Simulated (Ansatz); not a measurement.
**Several settings converged on CaHg (P4mm, 2 atoms in the cell)**

```yaml
crystal:
  lattice:
    - [3.77342, 0.00000, 0.00000]
    - [0.00000, 3.77342, 0.00000]
    - [0.00000, 0.00000, 3.77342]
  atoms:
    - { symbol: Ca, position: [0.00000, 0.00000, 0.01325] }
    - { symbol: Hg, position: [0.50000, 0.50000, 0.50000] }
```

Base method: PBEsol, default PAW files made with PBE (plane waves; Ansatz, an electronic-structure program).

Base settings: basis.ecutwfc = 30.9 Ry; kpoints.mp_grid.grid = 9 9 9; hamiltonian.xc = pbesol; hamiltonian.pseudopotentials = {kind: paw} (the program's default PAW files); scf.occupations.method = gaussian; scf.occupations.width = 0.0073 Ry.

The count of work is k-points × plane waves × bands × iterations; it is no time. 

**The width of Fermi-Dirac smearing**

In this ladder: kpoints.mp_grid.grid = 15 15 15; scf.occupations.method = fermi_dirac.

Narrow widths need finer meshes than wide ones, so the last steps can hold mesh noise.

Only quantities that move along the ladder and can be compared are tabulated; pressure and forces are left out, as mesh noise rules them at narrow widths.

| scf.occupations.width | free energy less the last step's (meV/atom) | energy extrapolated to zero width less the last step's (meV/atom) |
|---|---|---|
| 0.0735 Ry | -923.29 | -34.26 |
| 0.0367 Ry | -239.41 | -6.33 |
| 0.022 Ry | -86.40 | -0.97 |
| 0.0147 Ry | -37.30 | 0.55 |
| 0.0073 Ry | -7.02 | 0.50 |
| 0.0037 Ry | 0.00 | 0.00 |

Widest scf.occupations.width that holds the free energy within 5 meV/atom: not settled: the last two steps still differ by 7.0 meV/atom, over half the tolerance, so the ladder does not show it.

Widest scf.occupations.width that holds the energy extrapolated to zero width within 2 meV/atom of the last step, with all finer ones: 0.022 Ry; the step before is off by 6.3 meV/atom.

The extrapolation to zero width removes most of the smearing's effect on the energy.

**The width of Methfessel-Paxton smearing**

In this ladder: kpoints.mp_grid.grid = 15 15 15; scf.occupations.method = methfessel_paxton.

Narrow widths need finer meshes than wide ones, so the last steps can hold mesh noise.

Only quantities that move along the ladder and can be compared are tabulated; pressure and forces are left out, as mesh noise rules them at narrow widths.

```csv
scf.occupations.width,free energy less the last step's (meV/atom)
0.0735 Ry,-3.18
0.0367 Ry,1.12
0.022 Ry,0.82
0.0147 Ry,0.43
0.0073 Ry,-0.02
0.0037 Ry,0.00
```

Widest scf.occupations.width that holds the free energy within 1 meV/atom of the last step, with all finer ones: 0.022 Ry; the step before is off by 1.1 meV/atom.

**The mesh under tetrahedron occupations**

In this ladder: scf.occupations.method = tetrahedron; scf.occupations.width = default.

Only quantities that move along the ladder and can be compared are tabulated.

```csv
kpoints.mp_grid.grid,free energy less the last step's (meV/atom),pressure (GPa),count of work / last
4 4 4,12.50,-1.40,0.026
5 5 5,-19.21,-1.73,0.025
6 6 6,19.27,-1.37,0.055
7 7 7,-0.92,-1.48,0.055
9 9 9,2.57,-1.58,0.10
11 11 11,1.33,-1.61,0.17
13 13 13,-1.52,-1.63,0.27
16 16 16,-0.29,-1.63,0.56
20 20 20,0.00,-1.63,1.0
```

Coarsest kpoints.mp_grid.grid that holds the free energy within 2 meV/atom of the last step, with all finer ones: 11 11 11, at 0.17 of the last step's count of work; the step before is off by 2.6 meV/atom.

Coarsest kpoints.mp_grid.grid that holds the pressure within 0.2 GPa of the last step, with all finer ones: 7 7 7, at 0.055 of the last step's count of work; the step before is off by 0.26 GPa.

On the base run: the starting cell comes from a database of computed structures (which also holds hypothetical and non-ambient phases and stackings), without a prior relaxation at this level. Its lattice was rescaled by up to half a per cent. One atom was moved a little off its site on purpose. Ansatz's pressure includes its estimate of the finite-basis (Pulay) stress.

Left out of this page: 4 runs of the series outside the window shown, repeating another row's setting, or not comparable.

Keys are those of Ansatz 0.2.
